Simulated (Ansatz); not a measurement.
Functionals compared on the (110) surface of bcc Nb in its 1x1 cell, outermost plane spacing 2.34 Å in the ideal cut, in Ansatz (plane waves, PAW). The structure was relaxed with PBE; the other rows are single points on it, each with its references at the same level. Cutoff 420 eV (500 eV for r2SCAN).

Set-up: 6 atoms, 11.7 Å thick at the start; mesh 14x14x1; 0.1 eV smearing; dipole correction on; all atoms relaxed; start symmetry kept, larger cells not searched; no spin, no spin-orbit, no U. These notes are the PBE run's.

```csv
functional,surface energy (J/m²),work function of the top face (eV),rough cost of the single point
PBE,2.08,4.49,–
LDA,2.39,4.74,around 27 core-seconds (rough)
PBEsol,…,…,roughly 24 core-seconds
RPBE,1.93,4.36,roughly 24 core-seconds
r2SCAN,2.22,4.57,about 60 core-seconds (a rough figure)
```

Fill in the missing entries.


- PBEsol, surface energy (J/m²): 2.31
- PBEsol, work function of the top face (eV): 4.59

Ansatz is a program for electronic structure.
